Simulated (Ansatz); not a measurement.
An Ansatz (an electronic-structure program) input for C (diamond start, 16-atom cell) (held in this type by symmetry, stable or not):

Ansatz 0.2 input:
```yaml
crystal:
  lattice:
    - [0.0, 3.57, 3.57]
    - [3.57, 0.0, 3.57]
    - [3.57, 3.57, 0.0]
  atoms:
    - { symbol: C, position: [0.0, 0.0, 0.0] }
    - { symbol: C, position: [0.0, 0.0, 0.5] }
    - { symbol: C, position: [0.0, 0.5, 0.0] }
    - { symbol: C, position: [0.0, 0.5, 0.5] }
    - { symbol: C, position: [0.5, 0.0, 0.0] }
    - { symbol: C, position: [0.5, 0.0, 0.5] }
    - { symbol: C, position: [0.5, 0.5, 0.0] }
    - { symbol: C, position: [0.5, 0.5, 0.5] }
    - { symbol: C, position: [0.125, 0.125, 0.125] }
    - { symbol: C, position: [0.125, 0.125, 0.625] }
    - { symbol: C, position: [0.125, 0.625, 0.125] }
    - { symbol: C, position: [0.125, 0.625, 0.625] }
    - { symbol: C, position: [0.625, 0.125, 0.125] }
    - { symbol: C, position: [0.625, 0.125, 0.625] }
    - { symbol: C, position: [0.625, 0.625, 0.125] }
    - { symbol: C, position: [0.625, 0.625, 0.625] }
basis:
  ecutwfc: 420
  ecutrho_ratio: 4
  xc_grid: 2
kpoints:
  mp_grid: { grid: [4, 4, 4] }
hamiltonian:
  xc: pbe
  dispersion: none
  pseudopotentials: { kind: paw }
scf:
  n_extra_bands: 10
  occupations: { method: fermi_dirac, width: 0.01 }
output:
  forces: true
  stress: true
  eigenstates:
    kpoints:
      - [0.0, 0.0, 0.0]
      - [-0.15, 0.0, -0.15]
      - [0.0, -0.15, -0.15]
    e_range: [-4.0, 6.0]
    localisation: true
relax:
  f_tol: 0.03
  max_steps: 90
  cell: { stress_tol: 0.15 }
```

Computed with PBE (plane waves to 420 eV, PAW; Ansatz). Scalar-relativistic, without spin–orbit coupling. Its k-point mesh 4×4×4, Fermi–Dirac width 0.01 eV.

Q: Write the closing report of this run, without the band table and long remarks, to eight decimals at most.

A: 
```
SCF converged after 3 iterations
Free energy (F): -4012.920211 eV
Harris-Foulkes:  -4012.920211 eV  (|F-HF|=8.87e-11)
Internal energy: -4012.920211 eV  (E = F + TS)
E sigma→0 (E₀):  -4012.920211 eV
Fermi energy:    15.305285 eV
--- Per-component energies (eV) ---
  E_band       = 274.569032
  E_kinetic    = 1474.079942
  E_local      = -981.646104  (includes V_loc(G=0)·N_el)
  E_nonlocal   = 426.136481
  E_hartree    = 214.627612
  E_xc         = -778.860649
  E_vxc        = -966.880682  (∫ρ·V_xc dr)
  E_paw        = -1587.362456  (= ΣΔE_a)
  E_vpaw       = -106.376140  (= ΣTr[D̂ρ^β])
  E_aug_tail   = 0.000145  (compensation charges beyond the density's cutoff)
  E_ewald      = -2779.895182
  E_smearing   = 0.000000  (= −TS)
  E_closure    = 0.000000  (closes the sum)
  Σ components = -4012.920211   (vs F -4012.920211, Δ=0.00e0)
--- Forces (eV/Å), atoms counted from 1 ---
  atom   1  C      0.00000000     0.00000000    0.00000000
  atom   2  C      0.00000000     0.00000000    0.00000000
  atom   3  C      0.00000000     0.00000000    0.00000000
  atom   4  C      0.00000000     0.00000000    0.00000000
  atom   5  C      0.00000000    0.00000000     0.00000000
  atom   6  C      0.00000000    0.00000000     0.00000000
  atom   7  C      0.00000000    0.00000000    0.00000000
  atom   8  C      0.00000000     0.00000000    0.00000000
  atom   9  C     0.00000000    0.00000000    0.00000000
  atom  10  C     0.00000000    0.00000000    0.00000000
  atom  11  C     0.00000000    0.00000000    0.00000000
  atom  12  C     0.00000000    0.00000000    0.00000000
  atom  13  C     0.00000000    0.00000000    0.00000000
  atom  14  C     0.00000000    0.00000000    0.00000000
  atom  15  C     0.00000000    0.00000000    0.00000000
  atom  16  C     0.00000000    0.00000000     0.00000000
  max |Σ_I F_I| component: 1.09e-15 eV/Å
--- Stress (GPa, compression-positive) ---
        0.010303      0.000000      0.000000
       0.000000       0.010303       0.000000
       0.000000      0.000000       0.010303
  P = ⅓ Tr σ = 0.0103 GPa (0.103 kbar)
--- Relaxed structure (3 steps of the walk, 3 accepted, 1 SCFs on fresh bases) ---
  F+E_penalty+E_count = -4012.92021134 eV   max|allowed force component| = 2.126e-16 eV/Å   (the final SCF, on the basis selected at the relaxed cell)
  cell:  # Å, volume = 91.1218 Å³
    - [0.0, 3.57161010, 3.57161010]
    - [3.57161010, 0.0, 3.57161010]
    - [3.57161010, 3.57161010, 0.0]
  atoms:
    - { symbol: C, position: [0.0, 0.0, 0.0] }
    - { symbol: C, position: [0.0, 0.0, 0.50000000] }
    - { symbol: C, position: [0.0, 0.50000000, 0.0] }
    - { symbol: C, position: [0.0, 0.50000000, 0.50000000] }
    - { symbol: C, position: [0.50000000, 0.0, 0.0] }
    - { symbol: C, position: [0.50000000, 0.0, 0.50000000] }
    - { symbol: C, position: [0.50000000, 0.50000000, 0.0] }
    - { symbol: C, position: [0.50000000, 0.50000000, 0.50000000] }
    - { symbol: C, position: [0.12500000, 0.12500000, 0.12500000] }
    - { symbol: C, position: [0.12500000, 0.12500000, 0.62500000] }
    - { symbol: C, position: [0.125, 0.62500000, 0.125] }
    - { symbol: C, position: [0.12500000, 0.625, 0.625] }
    - { symbol: C, position: [0.62500000, 0.125, 0.125] }
    - { symbol: C, position: [0.625, 0.12500000, 0.625] }
    - { symbol: C, position: [0.625, 0.625, 0.12500000] }
    - { symbol: C, position: [0.625, 0.625, 0.625] }
```

Cost: roughly 9 core-seconds.
